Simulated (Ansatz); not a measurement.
Cubic perovskite CsSnI₃ (cubic high-temperature phase): elastic constant C44 by level of theory

No measured value is used here.

```csv
level (code),value (GPa),cell (Å³/atom)
LDA (Ansatz),4.45,44.26
PBE (Ansatz),4.16,50.09
r²SCAN (Ansatz),5.09,48.65
HSE06 (Ansatz),4.55,49.05
PBE0 (Ansatz),4.54,49.06
```

LDA: the solid has no gap at this level, which affects its response. LDA, PBE, r²SCAN, HSE06, PBE0: the relaxation could not lower the start's symmetry, so the cell can be a saddle point above a distorted one. Each level is taken at its own relaxed cell. Cutoffs and k meshes differ between the levels. Ansatz's density-functional and Hartree–Fock values are scalar-relativistic unless marked +SOC, with PAW data made under PBE.

Ansatz is a program for electronic structure.
